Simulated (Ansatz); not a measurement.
Consider InP (space group P4_2/mnm, No. 136; a hypothetical phase, not in the database extracts checked).

```cif
data_In4P4
_chemical_formula_sum 'In4 P4'
_space_group_name_H-M_alt 'P 1'
_space_group_IT_number 1
_cell_length_a 7.17503
_cell_length_b 7.17503
_cell_length_c 4.16265
_cell_angle_alpha 90.000
_cell_angle_beta 90.000
_cell_angle_gamma 90.000
loop_
_space_group_symop_operation_xyz
  'x, y, z'
loop_
_atom_site_label
_atom_site_type_symbol
_atom_site_fract_x
_atom_site_fract_y
_atom_site_fract_z
_atom_site_occupancy
In1 In 0.32180 0.67820 0.00000 1
In2 In 0.67820 0.32180 0.00000 1
In3 In 0.82180 0.82180 0.50000 1
In4 In 0.17820 0.17820 0.50000 1
P1 P 0.31931 0.31931 0.00000 1
P2 P 0.68069 0.68069 0.00000 1
P3 P 0.18069 0.81931 0.50000 1
P4 P 0.81931 0.18069 0.50000 1
```

Computed with PBEsol (Ansatz, a first-principles code, PAW, without spin-orbit coupling).

For the base:

The gap between the host's bands is 0.71 eV. The gap character is direct at Γ.

One thing is altered: hole doping at 1.0×10^22 cm⁻³ (2.14 per cell), with a uniform compensating background at fixed cell and a 300 K Fermi–Dirac width.

Problem. What happens to the gap between the host's bands?

Solution. The gap between the host's bands increases by 0.16 eV, from 0.71 eV to 0.87 eV.

Problem. How does this affect the Fermi level from band edge?

Solution. The Fermi level relative to the doped band's edge (positive inside the band; to 0.05 eV) amounts to +0.80 eV.

Problem. What happens to the gap character?

Solution. The gap character stays direct at Γ.

Problem. What happens to the largest internal atomic displacement?

Solution. The largest internal atomic displacement amounts to 0.078 Å.

Carriers are added with a uniform compensating background; total energy and stress of such cells depend on the potential's zero and are not compared; many-body gap narrowing is missing at this level. Semilocal Kohn–Sham gaps tend to fall short of experiment. No phonon test of stability was made.
